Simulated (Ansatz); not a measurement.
**BeS (model structure, within 0.1 Å of Fm-3m, No. 225, 4 atoms in the cell)**

These are PBEsol in Ansatz (plane waves, PAW) values and carry that method's errors.

Settings: plane-wave cutoff 500 eV, 12×12×8 k mesh (along the axes of the cell as run), Fermi–Dirac smearing 0.05 eV, scalar-relativistic PAW data made under PBE.

Cell (relaxed at this level):

BeS is modelled in the cubic space group Fm-3m (No. 225), the rock salt structure, Pearson symbol cF8. Cell: a = b = c = 4.5899 Å, α = β = γ = 90.00°. Be on 4a has 6 S at 2.295 Å (octahedral). S on 4b is coordinated by 6 Be at 2.295 Å (octahedral). (Neighbours: up to the widest gap in distance over summed covalent radii, below 1.35, at either atom; cation-cation and far metal-metal contacts left out.)
(The calculation used a cell of 4 atoms; values per cell refer to that cell.)

| Item | Result |
|---|---|
| band gap | 0.96 eV (on the SCF k mesh) |

Computed values are for the static lattice.

Computing time: about 3 core-minutes (a rough figure).

A model structure was made by putting elements into a prototype or built by hand; it is no filed structure, need not be a known phase, and can be a saddle point held by its symmetry.

Ansatz is a program for electronic structure.
